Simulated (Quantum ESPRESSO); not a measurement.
**Habitual settings against a tight run: YSn₂ (P2_1/m, 6 atoms in the cell)**

Self-consistent single point.

```
YSn2
1.0
    4.37276     0.00000     0.00000
    0.00000     4.29291     0.00000
   -2.17919     0.00000     8.26174
Y Sn
2 4
Direct
  0.60133   0.25000   0.20149
  0.39867   0.75000   0.79851
  0.93861   0.25000   0.87901
  0.06139   0.75000   0.12099
  0.24728   0.25000   0.49633
  0.75272   0.75000   0.50367
```

Method: PBEsol, PseudoDojo standard norm-conserving (PBESOL) pseudopotentials (plane waves; Quantum ESPRESSO 7.5).

Base settings: ecutwfc = 75 Ry; occupations = smearing; smearing = cold; degauss = 0.0073499 Ry; potentials = {Y: Y.upf, Sn: Sn.upf}; K_POINTS = automatic 5 5 3 0 0 0; conv_thr = 1e-10 Ry; mixing_beta = 0.5.

Tight run (finer mesh or higher cutoff; not a proven limit): ecutwfc: 75 Ry → 105 Ry; conv_thr: 1e-10 Ry → 7.3e-11 Ry; K_POINTS: automatic 5 5 3 0 0 0 → automatic 7 7 5 0 0 0. It gave Fermi level (on the code's own zero) 11.70 eV; pressure -1.00 GPa; largest force (vector length) 0.185 eV/Å.

Quick runs, as changes from the base:
- A: the base itself
- B: conv_thr: 1e-10 Ry → 7.3e-05 Ry; K_POINTS: automatic 5 5 3 0 0 0 → automatic 4 4 4 0 0 0; potentials: PseudoDojo standard norm-conserving (LDA) [LDA (PW92)]
- C: ecutwfc: 75 Ry → 52 Ry; conv_thr: 1e-10 Ry → 7.3e-05 Ry; K_POINTS: automatic 5 5 3 0 0 0 → automatic 4 4 4 0 0 0
- D: ecutwfc: 75 Ry → 45 Ry; smearing: cold → mp; degauss: 0.0073499 Ry → 0.019992 Ry; conv_thr: 1e-10 Ry → 7.3e-06 Ry; K_POINTS: automatic 5 5 3 0 0 0 → automatic 6 6 6 0 0 0
- E: ecutwfc: 75 Ry → 38 Ry; K_POINTS: automatic 5 5 3 0 0 0 → automatic 2 2 2 1 1 1
- F: ecutwfc: 75 Ry → 45 Ry; smearing: cold → gauss; degauss: 0.0073499 Ry → 0.036749 Ry; K_POINTS: automatic 5 5 3 0 0 0 → automatic 3 3 3 1 1 1

Energies are extrapolated to zero smearing width, which holds to low order in the width alone (under cold and Methfessel-Paxton smearing the free energy itself is taken).

Dashes: energy of B, another energy zero; pressure of B, C, D, not trusted under this conv_thr with d or f elements; time of E, under 30 s.

† marks runs with another functional, U, potentials or spin treatment: their distance from the tight run is not a convergence error alone.

The count of work is k-points × plane waves × bands × iterations; it is no time. Core times come from one kind of shared machine and are given to one figure; runs under 30 s give none.

The starting cell comes from a database of computed structures (which also holds hypothetical and non-ambient phases and stackings), without a prior relaxation at this level. Its lattice was rescaled by a random factor within 2.5 % of one.

```
run  energy less tight (meV/atom)  pressure less tight (GPa)  largest miss in a force vector (eV/Å)  count of work / tight  core time / tight (rough)
---  ----------------------------  -------------------------  -------------------------------------  ---------------------  -------------------------
A                            -3.1                       0.02                                  0.076                   0.20                        0.2
B†                              –                          –                                  0.087                   0.11                        0.1
C                           478.6                          –                                  0.206                  0.066                       0.08
D                          2459.1                          –                                  0.133                   0.17                        0.2
E                          9521.2                    -264.65                                  0.250                 0.0066                          –
F                          2447.9                     -98.05                                  0.097                  0.039                       0.04
```

Among the runs at the tight run's level, the energy misses run from 3.1 to 9521.2 meV/atom.
